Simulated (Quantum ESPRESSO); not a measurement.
Worked example: self-consistent single point of YZr (P-6m2, 2 atoms in the cell) in Quantum ESPRESSO.

Method of the run: PBEsol, SSSP 1.1.2 precision (PBE) pseudopotentials (plane waves; Quantum ESPRESSO 7.5).

```
CELL_PARAMETERS angstrom
      3.42358     0.00000     0.00000
     -1.71179     2.96491     0.00000
      0.00000     0.00000     5.40259
ATOMIC_POSITIONS crystal
  Y  0.66667 0.33333 0.50000
  Zr 0.33333 0.66667 0.00000
```

Reference input (self-consistent single point, DFT, PBEsol, plane waves, SSSP 1.1.2 precision (PBE) pseudopotentials): ecutwfc = 50 Ry; ecutrho = 400 Ry; occupations = smearing; smearing = mp; degauss = 0.0036749 Ry; input_dft = pbesol; potentials = {Y: Y_pbe_v1.uspp.F.UPF, Zr: Zr_pbe_v1.uspp.F.UPF}; K_POINTS = automatic 9 9 5 0 0 0; conv_thr = 1e-09 Ry. This run's input differs from it in these lines:

```diff
@@ -31,3 +31,3 @@
 K_POINTS {automatic}
-9 9 5  0 0 0
+11 11 6  0 0 0
```

The program printed (abridged):

```
     Self-consistent Calculation

     iteration #  1     ecut=    50.00 Ry     beta= 0.70

     Threshold (ethr) on eigenvalues was too large:
     Diagonalizing with lowered threshold

     negative rho (up, down):  1.022E-01 0.000E+00

     total energy              =    -186.26012369 Ry
     estimated scf accuracy    <       0.03446754 Ry

     iteration #  2     ecut=    50.00 Ry     beta= 0.70

     negative rho (up, down):  1.025E-01 0.000E+00

     total energy              =    -186.24905845 Ry
     estimated scf accuracy    <       0.06744265 Ry

     iteration #  3     ecut=    50.00 Ry     beta= 0.70

     negative rho (up, down):  1.030E-01 0.000E+00

     total energy              =    -186.26090955 Ry
     estimated scf accuracy    <       0.07992782 Ry

   [... 5 blocks of this kind left out ...]

     iteration #  9     ecut=    50.00 Ry     beta= 0.70

     negative rho (up, down):  1.031E-01 0.000E+00

     total energy              =    -186.26895076 Ry
     estimated scf accuracy    <          2.8E-09 Ry

     iteration # 10     ecut=    50.00 Ry     beta= 0.70

     negative rho (up, down):  1.031E-01 0.000E+00
     End of self-consistent calculation

     the Fermi energy is    11.4776 ev

!    total energy              =    -186.26895076 Ry
     estimated scf accuracy    <          2.8E-10 Ry
     smearing contrib. (-TS)   =       0.00000607 Ry
     internal energy E=F+TS    =    -186.26895684 Ry

     convergence has been achieved in  10 iterations

     negative rho (up, down):  1.031E-01 0.000E+00

     Forces acting on atoms (cartesian axes, Ry/au):

     atom    1 type  1   force =    -0.00000000   -0.00000000    0.00000000
     atom    2 type  2   force =     0.00000000    0.00000000    0.00000000

     Total force =     0.000000     Total SCF correction =     0.000000

     negative rho (up, down):  1.031E-01 0.000E+00
          total   stress  (Ry/bohr**3)                   (kbar)     P=      -29.50
  -0.00019918   0.00000000   0.00000000          -29.30        0.00        0.00
   0.00000000  -0.00019918   0.00000000            0.00      -29.30        0.00
   0.00000000   0.00000000  -0.00020321            0.00        0.00      -29.89

   JOB DONE.
```

The run converged in 10 iterations. Against the reference run the free energy rises by 1.7 meV/atom and the pressure stays near -2.95 GPa while the zz stress (positive for compression) goes from -3.43 to -2.99 GPa.

The starting cell comes from a database of computed structures (which also holds hypothetical and non-ambient phases and stackings), without a prior relaxation at this level.

Cost on one core of a shared machine: roughly 40 s.
